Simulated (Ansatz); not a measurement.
A slab with vacuum along the third vector:

```yaml
crystal:
  lattice:
    - [2.72140, 0.00000, 0.00000]
    - [-1.36070, 2.35680, 0.00000]
    - [0.00000, 0.00000, 44.00000]
  atoms:
    - { symbol: Ru, position: [0.66667, 0.33333, 0.18455] }
    - { symbol: Ru, position: [0.33333, 0.66667, 0.23143] }
    - { symbol: Ru, position: [0.66667, 0.33333, 0.28031] }
    - { symbol: Ru, position: [0.33333, 0.66667, 0.32931] }
    - { symbol: Ru, position: [0.66667, 0.33333, 0.37808] }
    - { symbol: Ru, position: [0.33333, 0.66667, 0.42677] }
    - { symbol: Ru, position: [0.66667, 0.33333, 0.47559] }
    - { symbol: Ru, position: [0.33333, 0.66667, 0.52441] }
    - { symbol: Ru, position: [0.66667, 0.33333, 0.57323] }
    - { symbol: Ru, position: [0.33333, 0.66667, 0.62192] }
    - { symbol: Ru, position: [0.66667, 0.33333, 0.67069] }
    - { symbol: Ru, position: [0.33333, 0.66667, 0.71969] }
    - { symbol: Ru, position: [0.66667, 0.33333, 0.76857] }
    - { symbol: Ru, position: [0.33333, 0.66667, 0.81545] }
```

Model: 14-atom slab, 27.9 Å thick at the start, 16x16x1 mesh, Fermi-Dirac 0.1 eV, dipole correction, all atoms relaxed; start symmetry kept, larger cells not searched; no spin, no spin-orbit, no U.

Problem. What work function of the top face does PBE in Ansatz (a program for electronic structure) give?

Solution. 4.98 eV

Problem. What is the computed surface energy (mean of both faces) (PBE)?

Solution. 2.64 J/m²
